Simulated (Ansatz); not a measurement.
## What strain tensor (xx, yy, zz, yz, xz, xy) = (+0.10, −2.13, −1.34, −0.37, −0.72, −0.10) % does to IrO2

The parent structure is IrO2 in the rutile structure (space group P4_2/mnm, No. 136; a = 4.472 Å, c = 3.154 Å). Axes: x, y, z lie along a, b, c of the conventional cell.

One thing is altered: the symmetric strain tensor [0.0010 -0.0009 -0.0072; -0.0009 -0.0213 -0.0037; -0.0072 -0.0037 -0.0134], atoms relaxed at fixed cell.

All numbers come from PBEsol (Ansatz, a first-principles code), no spin-orbit coupling. Settings: 11×11×15 k-points, 0.05 eV Fermi–Dirac smearing.

```tsv
quantity	base	changed	shift
shortest interatomic distance	1.953 Å	1.929 Å	-0.024 Å
energy relative to the base (free energy F)	0 meV/atom	+14 meV/atom	+14 meV/atom
band gap	zero	zero	–
largest internal atomic displacement	–	0.023 Å	–
stress (xx, yy, zz, yz, xz, xy; compression positive) (rough)	–	(9.5, 10.3, 14.4, 0.8, 1.6, 0.5) GPa	–
```

Final structure:

```xyz
6
Lattice="4.4763 -0.0042 -0.0320 -0.0042 4.3766 -0.0165 -0.0225 -0.0117 3.1114" Properties=species:S:1:pos:R:3 pbc="T T T"
Ir     0.0000     0.0000     0.0000
Ir     2.2247     2.1803     1.5314
O      1.3919     1.3349    -0.0285
O      3.6187     0.8432     1.5226
O      0.8307     3.5174     1.5402
O      3.0801     3.0374    -0.0200
```

Cost of the whole job for the changed cell (relaxation, final SCF and bands): roughly 7 core-minutes.

Without a gap, meshes like the base's 11×11×15 leave anisotropic stresses uncertain by several tenths of a GPa, and small strain energies with them. Stability against distortions was not tested. No Hubbard U is applied, and correlation can decide whether such a compound is a metal. The final runs are not spin-polarised.
